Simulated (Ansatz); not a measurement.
CsCl-type CoGa was calculated with RPBE (plane waves, PAW; Ansatz, a first-principles code).

Run with plane-wave cutoff 520 eV, 22×22×22 k mesh, Fermi–Dirac smearing 0.034 eV (set by the program), no spin polarisation, scalar-relativistic PAW data made under PBE.

Computed at the level's own relaxed cell.

Q: Estimate the Voigt–Reuss–Hill bulk modulus, elastic constant C44, Poisson ratio, elastic constant C11 and elastic constant C12 that the calculation returns.

A: 
- Voigt–Reuss–Hill bulk modulus = 163 GPa
- elastic constant C44 = 99.2 GPa
- Poisson ratio = 0.331
- elastic constant C11 = 204 GPa
- elastic constant C12 = 143 GPa

Elastic constants are with the ions relaxed.

Computing time: about 5 core-minutes (a rough figure).
